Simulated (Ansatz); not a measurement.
The starting structures come from a database of crystals and need not be the phases stable at ambient conditions.

 Where the default PAW files enter, the runs use the earlier of Ansatz's two default sets.

The decay constant κ of evanescent states in the gap governs leakage through a thin film.

Given:

```
Ga2O3
1.0
    4.99740     0.00000     0.00000
    2.49870     4.70992     0.00000
    2.49870     1.32561     4.24346
Ga O
4 6
Cartesian
  7.49610   3.17466   3.63066
  2.49870   2.86087   0.61280
  4.99740   1.16872   2.73453
  4.99740   4.86681   1.50893
  4.01371   4.52665   3.18259
  5.98109   1.50888   1.06086
  4.23989   3.60291   0.22558
  5.75491   2.43262   4.01788
  6.73859   4.12478   1.89615
  3.25621   1.91075   2.34731
```

Space group of this cell: C2/c. The cell is strained (lengths along the current scaled by 1.03, ions clamped); by r2SCAN its mean pressure is -7.8 GPa.

Transport runs along the normal of the first two printed cell vectors.

The gap is the functional's own, uncorrected, and κ follows it; spin-orbit coupling is left out. Mid-gap values are interpolated between the computed energies.

Predict the band gap and the smallest decay constant κ at mid-gap from Ansatz (a quantum-chemistry and plane-wave program) with r2SCAN.

Gap 3.15 eV on a 8×8×8 mesh; κ = 0.237 1/Å, at the zone centre.
